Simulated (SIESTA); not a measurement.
Worked example: self-consistent single point of BiS (Cm, 4 atoms in the cell) in SIESTA.

Method: SIESTA 5.4.2 with LDA PW92, numerical atomic orbitals DZP, PseudoDojo LDA standard norm-conserving potentials (rewritten from UPF to PSML).

```
BiS
1.0
    2.83287    -2.79049     0.00000
    2.83287     2.79049     0.00000
   -1.65000     0.00000    10.87060
Bi S
2 2
Direct
  0.19052   0.19052   0.34731
  0.81082   0.81082   0.65729
  0.73361   0.73361   0.38560
  0.26639   0.26639   0.61440
```

Reference input (self-consistent single point, DFT, LDA PW92, numerical atomic orbitals DZP, PseudoDojo LDA standard norm-conserving potentials (rewritten from UPF to PSML)): XC.functional = LDA; XC.authors = PW92; potentials = PseudoDojo LDA standard; PAO.BasisSize = DZP; PAO.EnergyShift = 0.01 Ry; MeshCutoff = 350 Ry; kgrid.MonkhorstPack = 8 8 3; OccupationFunction = FD; ElectronicTemperature = 0.1 eV; MaxSCFIterations = 150; SCF.Mixer.Method = Pulay; SCF.Mixer.Weight = 0.2. This run's input differs from it in these lines:

```diff
@@ -30,8 +30,9 @@
 %block kgrid.MonkhorstPack
-    8   0   0  0.0
-    0   8   0  0.0
-    0   0   3  0.0
+   13   0   0  0.0
+    0  13   0  0.0
+    0   0   5  0.0
 %endblock kgrid.MonkhorstPack
-OccupationFunction           FD
-ElectronicTemperature        0.1 eV
+OccupationFunction           MP
+OccupationMPOrder            1
+ElectronicTemperature        0.5 eV
```

Log, with long lists cut:

```
        iscf     Eharris(eV)        E_KS(eV)     FreeEng(eV)     dDmax    Ef(eV) dHmax(eV)
   scf:    1    -5045.125851    -5042.915613    -5042.876639  0.614456 -2.846824  4.441288
   scf:    2    -5044.101292    -5043.596754    -5043.559338  0.060342 -2.953767  3.024186
   scf:    3    -5043.915818    -5043.804070    -5043.768474  0.080086 -3.119128  1.816439
   scf:    4    -5043.830177    -5043.839238    -5043.804861  0.063606 -3.200313  1.161561
   scf:    5    -5043.877488    -5043.864479    -5043.830845  0.051017 -3.303961  0.158145
   [... 2 lines left out ...]
   scf:    8    -5043.867137    -5043.867114    -5043.833444  0.000880 -3.310493  0.004376
   scf:    9    -5043.867078    -5043.867097    -5043.833445  0.000279 -3.309781  0.004245
   scf:   10    -5043.867110    -5043.867104    -5043.833446  0.000218 -3.309068  0.003776
   scf:   11    -5043.867102    -5043.867103    -5043.833446  0.000071 -3.309069  0.000138
SCF Convergence by DM+H criterion
max |DM_out - DM_in|         :     0.0000714314
max |H_out - H_in|      (eV) :     0.0001384874
SCF cycle converged after 11 iterations

Using DM_out to compute the final energy and forces

siesta: E_KS(eV) =            -5043.8671

siesta: E_KS - E_eggbox =     -5043.8671

siesta: Atomic forces (eV/Ang):
     1    0.191212   -0.000000    0.080068
     2   -0.183188    0.000000   -0.154691
     3   -0.180366   -0.000000    0.179384
     4    0.172538    0.000000   -0.103953
   Tot    0.000195   -0.000000    0.000809
   Max    0.191212
   Res    0.130941    sqrt( Sum f_i^2 / 3N )
   Max    0.191212    constrained

Stress tensor Voigt[x,y,z,yz,xz,xy] (kbar):       14.35       11.55        6.98        0.00        1.77        0.00
(Free)E + p*V (eV/cell)    -5045.0090
   [... lines left out ...]
siesta: FreeEng =     -5043.833446
   [... lines left out ...]

siesta: Cell volume =        171.866594 Ang**3

siesta: Pressure (static):
siesta:                Solid            Molecule  Units
siesta:          -0.00007449         -0.00003551  Ry/Bohr**3
siesta:          -0.00683964         -0.00326005  eV/Ang**3
siesta:         -10.95830610         -5.22317786  kBar

siesta: Electric dipole (a.u.)  =    0.000000    0.000000   -0.011261
siesta: Electric dipole (Debye) =    0.000000    0.000000   -0.028622
```

The run converged in 11 iterations. Against the reference run the free energy goes up by 10.9 meV/atom, the pressure moves little (-1.07 to -1.10 GPa) and the largest force moves little (0.251 to 0.254 eV/Å).

The starting cell comes from a database of computed structures (which also holds hypothetical and non-ambient phases and stackings), without a prior relaxation at this level. Its lattice was rescaled by up to half a per cent. One atom was moved a little off its site on purpose. Values carry the incompleteness of an atom-centred basis. The run gives no clean gap (levels at the Fermi energy touch, overlap or are partly filled at this smearing), which alone does not show that the compound is a metal.

Cost on one core of a shared machine: roughly 70 s.
